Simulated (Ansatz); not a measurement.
What biaxial strain −1.80 %, plane normal [001], relaxed out of plane does to CsPbCl3

Start from CsPbCl$_{3}$ in the cubic perovskite structure (space group Pm-3m, No. 221; a = 5.521 Å). Axes: x, y, z lie along the cube axes.

It is then changed as follows: compressive biaxial strain of 1.80 % in the plane normal to [001], as in epitaxy on a mismatched substrate; the out-of-plane cell vector and the atoms relax.

The values are results of DFT with LDA, PAW potentials and a 420 eV plane-wave cutoff in Ansatz (a program for electronic structure), no spin-orbit coupling, not measurements. Γ-centred 6×6×6 mesh, Fermi–Dirac width 0.05 eV.

```csv
quantity,base,changed,shift
volume per atom,33.65 Å³,32.61 Å³,-1.049 Å³
space group,Pm-3m (No. 221),P4/mmm (No. 123),–
shortest interatomic distance,2.760 Å,2.711 Å,-0.0497 Å
energy relative to the base (free energy F),0 meV/atom,+5.7 meV/atom,+5.7 meV/atom
"pressure (mean of the normal stresses, compression positive)",0.00 GPa,1.05 GPa,+1.05 GPa
band gap,1.53 eV,1.23 eV,-0.30 eV
gap character,–,direct at A,–
electron mass,–,"0.087 mₑ out of plane, 0.71 mₑ in plane (at R)",–
hole mass,0.14 mₑ (at R),"0.13 mₑ out of plane, 0.12 mₑ in plane (at R)",–
"valley order (the lowest conduction-band minima on the path, energy above the VBM, named in the base's zone)",R along ⟨111⟩ 1.53 eV; Γ 2.75 eV,R along [111] 1.23 eV; Γ 2.55 eV,–
out-of-plane strain,–,+0.47 %,–
ratio −ε⊥/ε∥,–,0.26,–
mean in-plane stress (compression positive),–,+1.6 GPa,–
```

Final structure (turned so that z lies along the plane normal):

```
CELL_PARAMETERS angstrom
      5.42148     0.00000     0.00000
      0.00000     5.42148     0.00000
      0.00000     0.00000     5.54673
ATOMIC_POSITIONS crystal
  Cs 0.00000 0.00000 0.00000
  Pb 0.50000 0.50000 0.50000
  Cl 0.50000 0.00000 0.50000
  Cl 0.00000 0.50000 0.50000
  Cl 0.50000 0.50000 0.00000
```

Cost of the whole job for the changed cell (relaxation, final SCF and bands): about 40 core-seconds (a rough figure).

Spin-orbit coupling, missing from the scalar runs, can matter with Pb. Masses are band curvatures over ±0.01 Å⁻¹ around the edge. No phonon test of stability was made. Many cubic perovskites are stable only at high temperature; tilts and polar distortions were not tested. This is not the structure that CsPbCl3 has at room temperature and ambient pressure. Labels are those of the standard path for the cell's own space group.
